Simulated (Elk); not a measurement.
**Convergence test for LiCl (Fm-3m, 2 atoms in the cell)**

```yaml
crystal:
  lattice:
    - [0.00000, 2.52077, 2.52077]
    - [2.52077, 0.00000, 2.52077]
    - [2.52077, 2.52077, 0.00000]
  atoms:
    - { symbol: Li, position: [0.00000, 0.00000, 0.00000] }
    - { symbol: Cl, position: [0.50000, 0.50000, 0.50000] }
```

Method of the run: PBE, all-electron FP-LAPW, Elk's shipped species files, APW+lo basis with extra local orbitals run with Elk 10.2.4.

The starting cell comes from a database of computed structures (which also holds hypothetical and non-ambient phases and stackings), without a prior relaxation at this level. Its lattice was rescaled by a random factor within 2.5 % of one. Values depend on the basis (sphere radii, cutoffs, local orbitals), which need not be converged.

Held fixed: xctype = 20; rgkmax = 8; stype = 0; swidth = 0.0001 Ha; tforce = true; gmaxvr = 18 1/bohr; lmaxapw = 10; lmaxo = 8; nxlo = 2; lorbcnd = true; lradstp = 2; nrmtscf = 2; lmaxi = 4.

ΔE is the total energy (no entropy term) per atom less that of the last row (27 27 27).

| ngridk | ΔE (meV/atom) | gap on the mesh (eV) | k-points | iterations |
|---|---|---|---|---|
| 1 1 1 | 3708.3 | – | 1 | 16 |
| 2 2 2 | 300.3 | – | 3 | 15 |
| 3 3 3 | 30.5 | – | 4 | 15 |
| 4 4 4 | 3.9 | 6.636 | 8 | 15 |
| 5 5 5 | 0.59 | 6.638 | 10 | 15 |
| 6 6 6 | 0.08 | 6.638 | 16 | 15 |
| 8 8 8 | 0.00 | 6.639 | 29 | 15 |
| 9 9 9 | 0.00 | 6.639 | 35 | 15 |
| 11 11 11 | 0.00 | 6.636 | 56 | 15 |
| 12 12 12 | 0.00 | 6.635 | 72 | 15 |
| 15 15 15 | 0.00 | 6.635 | 120 | 15 |
| 18 18 18 | 0.00 | 6.635 | 195 | 15 |
| 22 22 22 | 0.00 | 6.636 | 328 | 15 |
| 27 27 27 | 0.00 | 6.634 | 560 | 15 |

Energy within 10 meV/atom of the last row: from ngridk = 4 4 4 on; the one before it is off by 31 meV/atom.

Gap on the mesh within 0.01 eV of the last row: from ngridk = 4 4 4 on.

The gap is read on the k-point mesh of the run and can differ from the gap over the whole zone at this level.
